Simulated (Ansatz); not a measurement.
Cell and atoms of amorphous Si24O51In2:

```
In2O51Si24
1.0
   10.70221    -0.43582    -0.82584
   -0.43582    10.63992     0.20182
   -0.82584     0.20182    10.24412
Si O In
24 51 2
Direct
  0.16872   0.11674   0.97017
  0.53748   0.44060   0.26729
  0.86762   0.19570   0.68977
  0.42586   0.74980   0.76130
  0.83169   0.92305   0.66038
  0.08919   0.83411   0.02159
  0.31601   0.26433   0.79708
  0.42594   0.10755   0.43201
  0.42505   0.19148   0.15881
  0.22948   0.74696   0.50645
  0.57629   0.21647   0.91461
  0.36612   0.74533   0.03770
  0.89857   0.67942   0.80476
  0.99371   0.25148   0.09083
  0.56073   0.87198   0.54905
  0.75009   0.40655   0.79712
  0.07941   0.56505   0.65769
  0.63973   0.30752   0.53060
  0.09321   0.30663   0.58986
  0.89225   0.78440   0.19013
  0.44267   0.70002   0.33184
  0.13301   0.17400   0.36120
  0.99989   0.91739   0.43874
  0.31350   0.52770   0.87431
  0.23567   0.80988   0.03512
  0.81511   0.79967   0.75785
  0.42330   0.33195   0.21684
  0.52800   0.19736   0.05713
  0.61634   0.48197   0.14964
  0.08221   0.98090   0.96453
  0.70205   0.94112   0.56075
  0.46607   0.55235   0.32338
  0.06835   0.22461   0.96548
  0.10926   0.22122   0.21014
  0.13416   0.85409   0.45719
  0.54739   0.80389   0.69372
  0.44536   0.76685   0.18477
  0.65849   0.40613   0.65411
  0.55519   0.76851   0.43585
  0.01751   0.42686   0.61416
  0.00704   0.19126   0.64875
  0.89031   0.84717   0.33403
  0.31275   0.71921   0.39238
  0.00358   0.72849   0.92654
  0.50769   0.21910   0.52061
  0.46047   0.23548   0.79277
  0.28795   0.12785   0.09127
  0.63873   0.38617   0.39185
  0.03905   0.82442   0.16175
  0.17328   0.55625   0.79769
  0.14764   0.61602   0.53442
  0.10023   0.29585   0.43640
  0.64288   0.09628   0.87868
  0.24134   0.31598   0.65845
  0.85657   0.30499   0.79355
  0.30544   0.78816   0.65225
  0.45367   0.97284   0.50881
  0.76066   0.21906   0.56067
  0.86750   0.63514   0.20533
  0.33698   0.59365   0.01692
  0.02939   0.06102   0.38925
  0.94943   0.91791   0.58169
  0.81086   0.54978   0.84327
  0.95191   0.39471   0.08932
  0.32437   0.37790   0.90215
  0.42996   0.80595   0.90984
  0.67104   0.35298   0.91683
  0.41720   0.59490   0.78463
  0.84945   0.04939   0.75642
  0.23624   0.13639   0.83850
  0.96419   0.64719   0.67960
  0.79325   0.84247   0.06884
  0.47142   0.10085   0.28754
  0.87270   0.15257   0.09876
  0.27620   0.13224   0.41277
  0.79629   0.47308   0.12121
  0.79089   0.01335   0.98158
```

Methods: PBE, scalar-relativistic without spin-orbit coupling (Ansatz, a quantum-chemistry and plane-wave program); r2SCAN, scalar-relativistic without spin-orbit coupling (Ansatz); HSE06, scalar-relativistic without spin-orbit coupling (Ansatz). Neutral PBE cell, which sets geometry, pressure and energy: sampling: a 2×2×2 Γ-centred mesh; Fermi-Dirac width 0.02 eV; no spin polarisation. Exact exchange is cut at the faces of this 10 Å cell, which leaves hybrid gaps a finite-size error.

A CHGNet melt-quench gave the starting glass, which DFT then relaxed. O atoms were pushed apart under 1.9 Å during the dynamics, to hinder bonds among them. The hot cell started wider than the set density and was brought back towards it in steps. It is the lowest in DFT energy of 2 quenches. It is a model cell: composition and starting density were chosen by hand, and all elements were melted together. No dispersion term was used. Its density started from a set value of 2.47 and ended at 2.47 g/cm³. Cooling (nominally 400 K/ps over its main leg) ran many orders faster than in experiment, which tends to leave more defects and strain. Values belong to this one cell and scatter from quench to quench. The volume was held where the preparation left it and the shape relaxed.

Give the pressure and the spacing of the highest filled and lowest empty levels.


Pressure on a 2×2×2 Γ-centred mesh: 0.62 GPa
Largest force and stress component on that mesh (the relaxation ran on the zone centre alone): 0.04 eV/Å and 0.7 GPa
Level gap on a 2×2×2 Γ-centred mesh (PBE): 3.44 eV
Level gap at the zone centre (PBE): 3.44 eV
Level gap at the zone centre (r2SCAN): 4.00 eV
Level gap at the zone centre (HSE06): 5.18 eV
Distance between the nearest levels spread over more than a fifth of the atoms or a third of the atoms of their main element (six at least) (PBE, zone centre): 4.16 eV

At PBE and the zone centre, how localised are the states just below and above the Fermi level (participation number: the atoms over which a state spreads)?

The highest filled state is spread over 5.4 atoms' worth, largest on O59, with weights by element (charge in smoothed Voronoi cells) O 0.96, Si 0.03, In 0.02. The lowest empty state is spread over 12.1 atoms' worth, largest on In76, with weights by element (charge in smoothed Voronoi cells) O 0.57, In 0.35, Si 0.09.

At PBE the levels at the filled edge of the gap are localised (band-tail or defect states), and the nearest spread-out levels lie 4.2 eV apart at the zone centre.

Neighbours within Si-Si 2.60 Å, Si-O 1.90 Å, Si-In 2.78 Å, O-O 1.58 Å, O-In 2.50 Å, In-In 3.12 Å count as bonded. Two cations that share two anions don't count as bonded, nor two that share one unless they lie closer than Si-Si 2.38 Å, Si-In 2.71 Å, In-In 3.04 Å.

Added carriers, by PBE, scalar-relativistic without spin-orbit coupling in Ansatz on the zone centre alone. Charged cells keep the cell fixed and stand in a uniform background, with no image correction, at a width of 0.01 eV; where the count is odd the moment is locked at 1 μB, unless the neutral cell bore moments. Each starts from the undistorted neutral geometry alone. PBE's self-interaction favours spread-out carriers, so it can miss traps that a hybrid finds.

What happens at PBE when the cell takes an extra electron and the atoms relax?

Relaxation lowers the charged cell by 0.51 eV. The largest moves are In76 0.72 Å, O64 0.17 Å, O32 0.11 Å, O63 0.10 Å. The level that holds the added charge spreads over 3.9 atoms' worth, most on In76 (weight 0.47): a localised (trapped) carrier, which neighbours of that atom can share. No bond crosses its cut-off with a change of over 0.15 Å (metal-metal contacts aside). Made neutral again at that geometry, the cell lies +1.02 eV from the neutral start.

What happens at PBE when the cell takes a hole and the atoms relax?

Relaxation lowers the charged cell by 0.22 eV. The largest moves are O59 0.23 Å, In76 0.19 Å, In77 0.15 Å, O72 0.15 Å. The level that was emptied spreads over 6.8 atoms' worth, most on O59 (weight 0.25): a partly localised carrier. Bonds formed: O67-In76. Made neutral again at that geometry, the cell lies +0.32 eV from the neutral start.
